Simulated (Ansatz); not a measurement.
## Ge: stress against strain

Ge (diamond, Fd-3m, 22.214 Å³/atom at rest) under an equal strain ε in the (001) plane with the normal axis free, as in a coherent film. LDA in Ansatz, a plane-wave DFT program (PAW, default set), 420 eV, 14×14×14 Γ-centred mesh, Fermi-Dirac smearing 0.05 eV; ions are relaxed within the symmetry of each cell. Stress is positive for a compressed cell.

Here s stands for strain and y for stress xx.

```
strain (%)  stress xx (GPa)
----------  ---------------
-3.00                     ?
-1.50                  2.11
-1.00                  1.38
-0.50                  0.67
0.00                   0.00
0.50                  -0.64
1.00                  -1.26
1.50                  -1.85
```

The 7 complete rows are fitted with a straight line, y against s. Means: s 0, y 0.059. About the means, the sum of products is -9.2350 and the sum of squares of s is 7.0000; the slope is their ratio. Least squares gives y = 0.059 - 1.3193·s. Residuals (row less fit): 0.072, 0.002, -0.049, -0.059, -0.039, 0.000, 0.070; standard error 0.059 (degrees of freedom: 5). The slope gives the biaxial elastic modulus of this plane = 132 ± 2 GPa.

**Question.** What does the fit predict for y at s = -3.00, and how far is the calculated value from it?

**Answer.** y = 0.059 - 1.3193 × (-3.0) = 4.017 GPa. The calculation gives 4.48 GPa, 0.463 GPa above the prediction (7.3 % of the range of y in the table). The row lies outside the fitted rows, so this is an extrapolation. From the scatter of the fitted rows alone, a prediction at this place has a standard error of 0.092 GPa, so the miss is 5.0 times that.

One order more, fitted to all 13 runs of the series, follows each within 0.01, so the miss is the next term of a smooth law. This level leaves no gap over 0.05 eV at strain -3.00, -1.00, -0.50, 0.00, 1.50, where the mesh may be coarse. Rows are the converged runs of the series near zero and its far end; series whose fitted rows scatter by over a few per cent of the range, as at a crossing or softening among them, aren't shown in this form. Most that stay on the fit to the last digits aren't either.
